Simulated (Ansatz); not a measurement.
Start from Hf in the hcp (Mg type) structure (space group P6_3/mmc, No. 194; a = 3.158 Å, c = 5.004 Å; relaxed with 0.1 eV smearing). Axes: x lies along a and z along c of the hexagonal cell.

One thing is altered: tensor shear ε_xz = +0.32 % (engineering shear γ = 0.0064), atoms relaxed at fixed cell.

Levels (all Ansatz, a program for electronic structure, PAW): PBEsol (420 eV, without spin-orbit coupling); r2SCAN (500 eV, no SOC).

The geometry is relaxed with PBEsol.

| Item | Value |
|---|---|
| PBEsol pressure | 0.0 GPa |

Question: What does r2SCAN give at this geometry for the pressure?

Answer: The pressure goes from zero to 4.0 GPa.

Single points use the geometry relaxed with PBEsol. Their cutoffs differ, which shifts pressures a little. The cells carry an imposed strain or load. Stability against distortions was not tested. The final runs are not spin-polarised.
